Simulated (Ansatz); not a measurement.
Substrate model: Si(111) 1x1 surface, 6 top atoms, 3 bilayers, bottom bilayer H-capped and fixed, every top atom capped by H; cell 11.5 x 6.6 Å; two neighbouring H replaced by OH; about 7 Å thick over the host's atoms, 18 atoms held. All values below come from PBE-D3(BJ) (plane waves to 420 eV, PAW; Ansatz, a program for electronic structure). Sampling: 1x2x1 k points. The slab states were run without spin polarisation. A thicker slab, a larger cell or a denser mesh can move such energies by a tenth of an eV or more. Energies are static: no zero-point or thermal part. Each state was relaxed from one prepared geometry.

End state of this step: H2O attacks the fragment of BH3 (twice exchanged) and H2 forms. Atoms near the product:

```
atom    x (Å)  y (Å)   z (Å)
-----  ------  -----  ------
Si(1)   2.078  3.355   9.472
H(14)   0.020  6.742  11.047
H(45)  -1.910  3.280  11.083
O(48)   2.584  3.373  11.083
B(a0)   3.833  3.430  11.706
H(a3)   0.409  4.361  13.410
O(c0)   3.864  3.547  13.071
H(c1)   0.738  4.148  12.767
H(c2)   2.967  3.592  13.437
```

### Question
What energy does it take to move H2 into the gas, one a cell, with the surface relaxed behind it, and what are its closest contacts before it leaves?

### Answer
0.08 eV. Its closest contacts to the rest of the cell: H(c1)...H(c2) 2.39 Å, H(c1)...O(48) 2.62 Å, H(a3)...H(c2) 2.67 Å.

Here BH3 is the monomer.
